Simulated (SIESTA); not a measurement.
**Worked example: self-consistent single point of CdAg (R-3m, 2 atoms in the cell) in SIESTA**

Method of the run: LDA PW92, numerical atomic orbitals DZP, PseudoDojo LDA standard norm-conserving potentials (rewritten from UPF to PSML) (SIESTA).

This input was run:

```
# files in the folder: Cd.psml Ag.psml (PseudoDojo LDA standard)
SystemName  CdAg
SystemLabel siesta

NumberOfAtoms                2
NumberOfSpecies              2
%block ChemicalSpeciesLabel
  1 48 Cd
  2 47 Ag
%endblock ChemicalSpeciesLabel
LatticeConstant              1.0 Ang
%block LatticeVectors
     1.475052000    0.851622000    4.670502000
    -1.475052000    0.851622000    4.670502000
     0.000000000   -1.703244000    4.670502000
%endblock LatticeVectors
AtomicCoordinatesFormat      Ang
%block AtomicCoordinatesAndAtomicSpecies
     0.000000000    0.000000000    7.005753000  1
     0.000000000    0.000000000    0.000000000  2
%endblock AtomicCoordinatesAndAtomicSpecies

XC.functional                LDA
XC.authors                   PW92
PAO.BasisSize                DZP
PAO.EnergyShift              0.01 Ry
MeshCutoff                   300 Ry
%block kgrid.MonkhorstPack
   10   0   0  0.0
    0  10   0  0.0
    0   0  10  0.0
%endblock kgrid.MonkhorstPack
OccupationFunction           FD
ElectronicTemperature        50.0 meV

MaxSCFIterations             150
SCF.Mixer.Method             Broyden
SCF.Mixer.Weight             0.25
SCF.Mixer.History            8
SCF.DM.Tolerance             1.0E-04
Diag.ParallelOverK           true
WriteForces                  true
```

The program printed (abridged):

```
reinit: Reading from file input.fdf

reinit: System Name: CdAg
reinit: System Label: siesta

coor:   Atomic-coordinates input format  =     Cartesian coordinates
coor:                                          (in Angstroms)

siesta: Atomic coordinates (Bohr) and species
siesta:      0.00000   0.00000  13.23895  1        1
siesta:      0.00000   0.00000   0.00000  2        2

siesta: System type = bulk

initatomlists: Number of atoms, orbitals, and projectors:      2    38    36

siesta: ******************** Simulation parameters ****************************
redata: Spin configuration                          = none
redata: Time-Reversal Symmetry                      = T
redata: Number of Atomic Species                    =        2
redata: Mesh Cutoff                                 =   300.0000 Ry
redata: Net charge of the system                    =     0.0000 |e|
redata: Min. number of SCF Iter                     =        0
redata: Max. number of SCF Iter                     =      150
redata: SCF convergence failure will abort job
redata: SCF mix quantity                            = Hamiltonian
redata: Mix DM or H after convergence               =   F
redata: Recompute H after scf cycle                 =   F
redata: Mix DM in first SCF step                    =   T
redata: No kicks to SCF
redata: DM Mixing Weight for Kicks                  =     0.5000
redata: Require Harris convergence for SCF          =   F
redata: Harris energy tolerance for SCF             =     0.000100 eV
redata: Require DM convergence for SCF              =   T
redata: DM tolerance for SCF                        =     0.000100
redata: Require EDM convergence for SCF             =   F
redata: EDM tolerance for SCF                       =     0.001000 eV
redata: Require H convergence for SCF               =   T
redata: Hamiltonian tolerance for SCF               =     0.001000 eV
redata: Require (free) Energy convergence for SCF   =   F
redata: (free) Energy tolerance for SCF             =     0.000100 eV
redata: Using DFT-D3 dispersion                     =   F
redata: Using Saved Data (generic)                  =   F
redata: Method of Calculation                       = Diagonalization
redata: Electronic Temperature                      =   580.2259 K
redata: Number of TDED substeps                     =        3
redata: Dynamics option                             = Single-point calculation
redata: Save all siesta data in one NC              =   F
redata: ***********************************************************************

%block SCF.Mixers
  Broyden
%endblock SCF.Mixers

%block SCF.Mixer.Broyden
  # Mixing method
  method broyden

  # Mixing options
  weight 0.2500
  weight.linear 0.2500
  weight.prime 0.2500
  history 8
%endblock SCF.Mixer.Broyden

DM_history_depth set to one: no extrapolation allowed by default for geometry relaxation
Size of DM history Fstack: 1
Total number of electrons:    39.000000
Total ionic charge:    39.000000

* ProcessorY, Blocksize:    1  39

* Orbital distribution balance (max,min):    38    38

k-point displ. along   1 input, could be:     0.00    0.50
k-point displ. along   2 input, could be:     0.00    0.50
k-point displ. along   3 input, could be:     0.00    0.50
 Kpoints in:          600 . Kpoints trimmed:          560

siesta: k-grid: Number of k-points = 560
siesta: k-points from Monkhorst-Pack grid
siesta: k-cutoff (effective) =    14.751 Ang
siesta: k-point supercell and displacements
siesta: k-grid:    10     0     0      0.000
siesta: k-grid:     0    10     0      0.000
siesta: k-grid:     0     0    10      0.000

diag: Algorithm                                     = D&C
diag: Parallel over k                               =   F
diag: Use parallel 2D distribution                  =   F
diag: Parallel block-size                           = 39
diag: Parallel distribution                         =     1 x     1
diag: Used triangular part                          = Lower
diag: Absolute tolerance                            =  0.100E-15
diag: Orthogonalization factor                      =  0.100E-05
diag: Memory factor                                 =  1.0000

superc: Internal auxiliary supercell:     7 x     7 x     7  =     343
superc: Number of atoms, orbitals, and projectors:    686  13034  12348

                        Single-point calculation

superc: Internal auxiliary supercell:     7 x     7 x     7  =     343
superc: Number of atoms, orbitals, and projectors:    686  13034  12348

outcell: Unit cell vectors (Ang):
        1.475052    0.851622    4.670502
       -1.475052    0.851622    4.670502
        0.000000   -1.703244    4.670502

outcell: Cell vector modules (Ang)   :    4.971381    4.971381    4.971381
outcell: Cell angles (23,13,12) (deg):     34.5201     34.5201     34.5201
outcell: Cell volume (Ang**3)        :     35.2021
new_DM -- step:     1
Initializing Density Matrix...

Attempting to read DM from file... Failed...
DM filled with atomic data:

InitMesh: MESH = 50 x 50 x 50 = 125000
InitMesh: Mesh cutoff (required, used) =   300.000   316.749 Ry

stepf: Fermi-Dirac step function

        iscf     Eharris(eV)        E_KS(eV)     FreeEng(eV)     dDmax    Ef(eV) dHmax(eV)
   scf:    1    -8957.336516    -8977.038894    -8977.044766  1.668917 -0.526984 15.869726
   scf:    2    -8987.955544    -8983.982911    -8983.986960  0.779591 -1.486716  5.683840
   scf:    3    -8985.255147    -8984.730723    -8984.736194  0.252978 -1.729038  1.731539
   scf:    4    -8984.841067    -8984.806718    -8984.813058  0.099701 -1.834409  0.065777
   scf:    5    -8984.806574    -8984.806710    -8984.813131  0.009213 -1.857211  0.055204
   scf:    6    -8984.806854    -8984.806839    -8984.813221  0.004787 -1.868799  0.030239
   scf:    7    -8984.806881    -8984.806862    -8984.813239  0.000855 -1.871493  0.015656
   scf:    8    -8984.806870    -8984.806866    -8984.813243  0.000497 -1.872067  0.005161
   scf:    9    -8984.806867    -8984.806867    -8984.813244  0.000159 -1.872227  0.001585
   scf:   10    -8984.806867    -8984.806867    -8984.813244  0.000043 -1.872274  0.000627

SCF Convergence by DM+H criterion
max |DM_out - DM_in|         :     0.0000434768
max |H_out - H_in|      (eV) :     0.0006274403
SCF cycle converged after 10 iterations

Using DM_out to compute the final energy and forces

siesta: E_KS(eV) =            -8984.8069

siesta: E_KS - E_eggbox =     -8984.8069

siesta: Atomic forces (eV/Ang):
     1    0.000000   -0.000000    0.000000
     2   -0.000000    0.000000   -0.000000
   Tot   -0.000000   -0.000000    0.000000
   Max    0.000000
   Res    0.000000    sqrt( Sum f_i^2 / 3N )
   Max    0.000000    constrained

Stress tensor Voigt[x,y,z,yz,xz,xy] (kbar):       32.10       32.10       23.83        0.00        0.00        0.00
(Free)E + p*V (eV/cell)    -8985.4580
Target enthalpy (eV/cell)    -8984.8132

siesta: Program's energy decomposition (eV):
siesta: Ebs     =     -1333.466205
siesta: Eions   =     12327.833207
siesta: Ena     =      1398.137420
siesta: Ekin    =      3105.103565
siesta: Enl     =        38.754044
siesta: Eso     =         0.000000
siesta: Edftu   =         0.000000
siesta: DEna    =        80.443145
siesta: DUscf   =         2.296286
siesta: DUext   =         0.000000
siesta: Ex      =     -1183.302299
siesta: Ec      =       -98.405821
siesta: Exc     =     -1281.708120
siesta: Eharris =     -8984.806867
siesta: Etot    =     -8984.806867
siesta: FreeEng =     -8984.813244

siesta: Stress tensor (static) (eV/Ang**3):
siesta:     0.020035    0.000000    0.000000
siesta:     0.000000    0.020035    0.000000
siesta:     0.000000    0.000000    0.014873

siesta: Cell volume =         35.202136 Ang**3

siesta: Pressure (static):
siesta:                Solid            Molecule  Units
siesta:          -0.00019947         -0.00019947  Ry/Bohr**3
siesta:          -0.01831444         -0.01831444  eV/Ang**3
siesta:         -29.34296906        -29.34296907  kBar
```

The run converged in 10 iterations.

The starting cell comes from a database of computed structures (which also holds hypothetical and non-ambient phases and stackings), without a prior relaxation at this level. Its lattice was rescaled by a random factor within 2.5 % of one. Values carry the incompleteness of an atom-centred basis.

Cost on one core of a shared machine: roughly 60 s.
